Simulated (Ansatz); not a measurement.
An Ansatz (a quantum-chemistry and plane-wave program) run: HfO2; LDA (Ansatz; PAW; 420 eV plane waves; spin-orbit coupling left out).

Input:

Ansatz 0.2 input:
```yaml
crystal:
  lattice:
    - [0, 2.5005181167, 2.5005181167]
    - [2.5005181167, 0, 2.5005181167]
    - [2.5005181167, 2.5005181167, 0]
  atoms:
    - { symbol: Hf, position: [0, 0, 0] }
    - { symbol: O, position: [0.25, 0.25, 0.25] }
    - { symbol: O, position: [0.75, 0.75, 0.75] }
basis: { ecutwfc: 420, ecutrho_ratio: 4, xc_grid: 2, fft_grid_basis: typed }
kpoints: { mp_grid: { grid: [11, 11, 11] } }
hamiltonian:
  xc: lda
  dispersion: none
  pseudopotentials: { kind: paw }
scf: { occupations: { method: fermi_dirac, width: 0.05 }, convergence: { dr2_threshold: 0.0000000003 } }
output: { forces: true, stress: true }
checkpoint: { write: state.ck, write_every: 1000 }
```

Output:

```
WARN ansatz: RAYON_NUM_THREADS=1 ignored (pool sized by the plan → 1); use --threads N
Pseudopotentials: kind: paw
Pseudopotential: Hf, paw, valence charge 26
Pseudopotential: O, paw, valence charge 6
Functional definition: SPW92
Crystal: 3 atoms, lattice volume = 31.269 Å³
Basis set: ecut = 420 eV, 609 PW (Γ), exchange–correlation on 48×48×48 points (8 copies of the dense FFT grid, shifted against one another)
Bands: 23, of which v1, the nominal top of the filled ones, is band 19 counted from 1 (18 counted from 0)
Symmetry: 48 space group operations
Space group: Fm-3m (ITA 225), of the structure as read, at distance tolerance 3.2e-5 Å
k-points: 56 of 1331
PAW frozen core: Hf, regenerated for the run's functional, and the local potential with it
PAW frozen core: O, regenerated for the run's functional, and the local potential with it
Initial density: superposition of atomic densities (neutral atoms: chi_scale 0, normalization atom), corrected by the library's trained network
Initial wavefunctions: pseudopotential atomic-orbital guess
Eigensolver: davidson
Functional: x = slater, c = lda
SCF iter   1: F=—  HF=-16593.009951 eV  |F-HF|=—  |Δ(HF+E_count)|=         —  Δρ=1.87e-2  dr2=9.40e-2  ethr=1.77e-3  ⟨swp⟩=4.6  Hψ=4755  notcnv=0
all-band conjugate gradients solve this SCF's bands
preconditioner: auto → none
SCF iter   2: F=—  HF=-16592.995967 eV  |F-HF|=—  |Δ(HF+E_count)|=   1.40e-2  Δρ=1.26e-2  dr2=3.59e-2  ethr=2.47e-4  ⟨swp⟩=2.0  Hψ=2788  notcnv=0
SCF iter   3: F=—  HF=-16592.985666 eV  |F-HF|=—  |Δ(HF+E_count)|=   1.03e-2  Δρ=2.38e-3  dr2=6.14e-4  ethr=9.44e-5  ⟨swp⟩=2.0  Hψ=2315  notcnv=0
SCF iter   4: F=—  HF=-16592.985520 eV  |F-HF|=—  |Δ(HF+E_count)|=   1.45e-4  Δρ=5.09e-4  dr2=2.89e-5  ethr=1.62e-6  ⟨swp⟩=2.6  Hψ=2328  notcnv=0
SCF iter   5: F=—  HF=-16592.985488 eV  |F-HF|=—  |Δ(HF+E_count)|=   3.24e-5  Δρ=1.02e-4  dr2=1.52e-6  ethr=7.60e-8  ⟨swp⟩=2.1  Hψ=2175  notcnv=0
SCF iter   6: F=—  HF=-16592.985489 eV  |F-HF|=—  |Δ(HF+E_count)|=   1.24e-6  Δρ=2.27e-5  dr2=1.50e-7  ethr=4.01e-9  ⟨swp⟩=2.0  Hψ=2347  notcnv=0
SCF iter   7: F=—  HF=-16592.985489 eV  |F-HF|=—  |Δ(HF+E_count)|=   7.42e-8  Δρ=4.50e-6  dr2=3.85e-9  ethr=3.96e-10  ⟨swp⟩=2.0  Hψ=2263  notcnv=0
SCF iter   8: F=-16592.985489 eV  HF=-16592.985489 eV  |F-HF|=0.00e0  |Δ(HF+E_count)|=   1.02e-9  Δρ=3.83e-7  dr2=1.92e-11  ethr=1.00e-12  ⟨swp⟩=5.1  Hψ=5483  notcnv=0
SCF 1 converged in 8 iterations: F = -16592.985489 eV  dr2 = 1.92e-11
SCF converged after 8 iterations
Free energy (F): -16592.985489 eV
Harris-Foulkes:  -16592.985489 eV  (|F-HF|=0.00e0)
Internal energy: -16592.985489 eV  (E = F + TS)
E sigma→0 (E₀):  -16592.985489 eV
Fermi energy:    18.361769 eV
--- Per-component energies (eV) ---
  E_band       = 74.093121
  E_kinetic    = 773.151234
  E_local      = -5630.354434  (includes V_loc(G=0)·N_el)
  E_nonlocal   = -1131.323963
  E_hartree    = 2586.806725
  E_xc         = -443.484602
  E_vxc        = -454.352456  (∫ρ·V_xc dr)
  E_paw        = -6979.756883  (= ΣΔE_a)
  E_vpaw       = 1343.354104  (= ΣTr[D̂ρ^β])
  E_aug_tail   = 0.005018  (compensation charges beyond the density's cutoff)
  E_ewald      = -5770.679669
  E_core_change = 2.651086  (= ΣΔE_core)
  E_smearing   = -0.000000  (= −TS)
  E_closure    = -0.000000  (closes the sum)
  Σ components = -16592.985489   (vs F -16592.985489, Δ=0.00e0)
  [band-id]    e_kinetic+e_local+e_nonlocal+2·e_hartree+e_vxc+e_vpaw+e_augmentation_tail = 74.092953   (vs E_band 74.093121, Δ=-1.68e-4)
--- Forces (eV/Å), atoms counted from 1 ---
  atom   1  Hf    -0.00000000     0.00000000     0.00000000
  atom   2  O     -0.00000000    -0.00000000    -0.00000000
  atom   3  O      0.00000000     0.00000000    -0.00000000
  max |Σ_I F_I| component: 4.63e-18 eV/Å
--- Stress (GPa, compression-positive) ---
       -0.004831      -0.000000      -0.000000
        0.000000      -0.004831       0.000000
        0.000000      -0.000000      -0.004831
  P = ⅓ Tr σ = -0.0048 GPa (-0.048 kbar)
  The stress holds the Pulay correction. Without it, at fixed plane waves, as pw.x and ABINIT print it: P = -1.2490 GPa
  The stress includes an estimate of the error left by incomplete SCF convergence (largest component 0.0002 GPa).
--- Band table ---
  band table: none
```

Spin-orbit coupling, missing from the scalar runs, can matter with Hf. Stability against distortions was not tested. The cell is HfO2 in the fluorite structure (space group Fm-3m, No. 225). This is not the structure that HfO2 has at room temperature and ambient pressure.
